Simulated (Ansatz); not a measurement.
Defect migration in hcp Ru: Mo-vacancy pair (Mo on one host Ru site, one Ru site vacant), neutral cell. The step: direct exchange of Mo with the vacancy (Mo-vacancy distance between ideal sites 2.66 Å throughout); the atom moves 2.51 Å along (-0.63, -0.32, 0.47) of the unit cell; the moving atom starts with neighbours 2 Ru at 2.65, 2 Ru at 2.67, 3 Ru at 2.71, 2 Ru at 2.73, 2 Ru at 2.76 Å and ends with 2 Ru at 2.65, 2 Ru at 2.67, 3 Ru at 2.71, 2 Ru at 2.73, 2 Ru at 2.76 Å. DFT values are from Ansatz (plane-wave PAW, 420 eV unless said) in a cell of 36 host sites, spin-restricted, static, with no finite-size correction. Forms of the defect that were not tried may lie lower. For the PBE band: the program found a first-order saddle point.

```tsv
Level	Forward barrier (eV)	Cost of the band or of the saddle's single point
CHGNet universal potential (has no charge state), its own band	0.63	-
PBE, a 2×2×2 k-point mesh shifted by half a step along c, band relaxed	1.89	about 60 core-minutes (a rough figure)
PBE, a 4×4×4 k-point mesh shifted by half a step along c, same geometries	1.64	roughly 9 core-minutes
r2SCAN at 500 eV, a 2×2×2 k-point mesh shifted by half a step along c, same geometries	…	roughly 4 core-minutes
```

Q: Complete the blanks.

A: 
- r2SCAN at 500 eV, a 2×2×2 k-point mesh shifted by half a step along c, same geometries, Forward barrier (eV): 1.91

Ansatz is a quantum-chemistry and plane-wave program.
